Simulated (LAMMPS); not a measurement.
MD of Rh (fcc) at zero pressure, 2048 atoms, as a liquid; each row is its own run.

Level of theory: classical MD, pair style meam, file library.meam (library.meam-Rh); code LAMMPS.

```
T (K)  volume (Å³/atom)
-----  ----------------
1790             15.822
2010             16.116
2240             16.569
2460             17.014
2800             17.751
3130             18.575
3580             20.013
```

Q: Fit a straight line, y = a + b x, to these rows (x is the first column, y the second) and predict the run at x = 2910.

A: Least squares gives a = 11.431 and b = 0.002323. At x = 2910 the fit predicts 18.192 Å³/atom. The run itself gave 18.02 ± 0.01 Å³/atom, so the fit is 0.95 % high.

Caution: the potential MEAM library.meam-Rh is a first-neighbour MEAM set with a 4 Å cutoff, used here without a parameter file and away from the static properties it was fitted to.

Caution (rows 1790; 2010; 2240; 2460; 2800): this liquid lies under the melting point of about 2950 K that MEAM library.meam-Rh gives, so it is undercooled.
